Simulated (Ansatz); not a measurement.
The parent structure is Hf in the hcp (Mg type) structure (space group P6_3/mmc, No. 194; a = 3.159 Å, c = 5.000 Å). Axes: x lies along a and z along c of the hexagonal cell.

Level of theory: Kohn–Sham DFT with the PBEsol functional, run in Ansatz (a quantum-chemistry and plane-wave program) with PAW and 420 eV plane waves, without spin-orbit coupling.

Strains are applied to the cell and any free atomic positions relax.

One change was made to it. Results:

```json
[
 {"quantity": "pressure (mean of the normal stresses, compression positive)", "base": "0.0 GPa", "after": "3.2 GPa"},
 {"quantity": "energy relative to the base (free energy F)", "base": "0 meV/atom", "after": "+7.1 meV/atom"}
]
```

**Question.** Which change produced these results?
A. isotropic strain +5.08 %
B. uniaxial strain ε_zz = −5.26 %
C. tensor shear ε_xz = −1.12 %
D. strain tensor (xx, yy, zz, yz, xz, xy) = (−1.35, −1.03, −0.35, −0.73, +0.03, −0.27) %
E. isotropic strain −1.98 %

**Answer.** D, strain tensor (xx, yy, zz, yz, xz, xy) = (−1.35, −1.03, −0.35, −0.73, +0.03, −0.27) %. For comparison, the energy relative to the base in the other runs: uniaxial strain ε_zz = −5.26 % gives +42 meV/atom; tensor shear ε_xz = −1.12 % gives +1.8 meV/atom; isotropic strain −1.98 % gives +28 meV/atom; isotropic strain +5.08 % gives +158 meV/atom.

Without a gap, meshes like the base's 17×17×9 leave anisotropic stresses uncertain by several tenths of a GPa, and small strain energies with them. No phonon test of stability was made. The final runs are not spin-polarised.
